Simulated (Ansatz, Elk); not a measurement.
An Elk input for a self-consistent single point of BAs (F-43m, 2 atoms in the cell) (DFT, PBE, all-electron FP-LAPW, Elk's shipped species files, default APW+lo basis):

```
tasks
  0

xctype
  20

swidth
  0.00183747

maxscl
  100

scale
  1.889726125

avec
    0.0000000000    2.3422000000    2.3422000000
    2.3422000000    0.0000000000    2.3422000000
    2.3422000000    2.3422000000    0.0000000000

atoms
  2
  'B.in'
  1
  0.0000000000  0.0000000000  0.0000000000    0.0 0.0 0.0
  'As.in'
  1
  0.2500000000  0.2500000000  0.2500000000    0.0 0.0 0.0

ngridk
  8 8 8
```

### Question
Give the Ansatz (a program for electronic structure) input for the same structure, mesh, smearing and functional.

### Answer
One input that does it (others would too):

Ansatz 0.2 input:
```yaml
# BAs
crystal:
  lattice:
    - [0.000000, 2.342200, 2.342200]
    - [2.342200, 0.000000, 2.342200]
    - [2.342200, 2.342200, 0.000000]
  atoms:
    - { symbol: B, position_ang: [0.000000, 0.000000, 0.000000] }
    - { symbol: As, position_ang: [1.171100, 1.171100, 1.171100] }
kpoints:
  mp_grid:
    grid: [8, 8, 8]
hamiltonian:
  xc: pbe
  pseudopotentials:
    kind: paw
scf:
  occupations:
    method: fermi_dirac
    width: 0.05 eV
output:
  forces: true
  eigenvalues: true
  stress: true
```

Basis settings and potentials, where a program has them, do not carry over. This input uses DFT, PBE, plane waves, default PAW files. Both were run: gap on the mesh 1.144 eV in Elk and 1.140 in Ansatz.

On Elk: the starting cell has typed, rounded lattice constants, without a prior relaxation at this level. For this run, on top of that: lattice scaled by 0.98. Values depend on the basis (sphere radii, cutoffs, local orbitals), which need not be converged.

On Ansatz: the starting cell has typed, rounded lattice constants, without a prior relaxation at this level. For this run, on top of that: lattice scaled by 0.98. With a pressure of about 12 GPa the cell is away from its equilibrium volume at this level.
